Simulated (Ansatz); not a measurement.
# A computed series for hypothetical P4_2/mnm MgO: pressure series

Take MgO (space group P4_2/mnm, No. 136; a = 5.565 Å, c = 3.292 Å; a hypothetical phase, not in the database extracts checked) as the base.

Cell and atoms are relaxed at each pressure.

Method: PBE in Ansatz (plane waves to 420 eV, PAW, no spin-orbit coupling).

Candidates:
(a) pressure 3 GPa
(b) pressure 0.3 GPa
(c) pressure 1.5 GPa

Before the change:

The band gap is 3.38 eV.

Task: Order them by band gap, highest first.

Result: (a) pressure 3 GPa (3.50 eV), (c) pressure 1.5 GPa (3.44 eV), (b) pressure 0.3 GPa (3.39 eV)

Load acts through the strain it causes; cell and atoms are relaxed under it. Whether these cells are dynamically stable was not tested.

Ansatz is a first-principles code.
